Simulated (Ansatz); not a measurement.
## How far PBE and PBEsol part for Cu2O, isotropic strain +1.49 %

Consider Cu2O (space group Pn-3m, No. 224; a = 4.2984 Å).

(Cell as relaxed with PBE.)

Levels (all Ansatz, a program for electronic structure, PAW): PBE (420 eV, no SOC); PBEsol (420 eV, spin-orbit coupling left out).

Each level relaxes its own structure.

| base | PBE | PBEsol |
|---|---|---|
| volume per atom | 13.24 Å³ | 12.55 Å³ |
| lattice parameter a | 4.298 Å | 4.222 Å |
| band gap | 0.48 eV | 0.56 eV |

The change: the cell is scaled by 1.0149 in all directions; the atoms relax in the strained cell.

| quantity | PBE | PBEsol |
|---|---|---|
| band gap | 0.39 eV | 0.46 eV |
| pressure | -4.47 GPa | -5.23 GPa |
| energy relative to the base (free energy F) | +8.7 meV/atom | +9.7 meV/atom |
| electron mass | 0.91 mₑ (at Γ) | 0.93 mₑ (at Γ) |
| shift of the gap caused by the change | -0.09 eV | -0.10 eV |

PBE's band gap lies 0.07 eV below PBEsol's; PBE's pressure lies 0.754 GPa above PBEsol's; PBE's energy relative to the base lies 1.0 meV/atom below PBEsol's. Neither level is exact; PBEsol is the comparison here, not a measurement.

Effective masses come from finite differences of ±0.01 Å⁻¹. Whether these cells are dynamically stable was not tested. No Hubbard U is applied. All final runs are without spin polarisation.
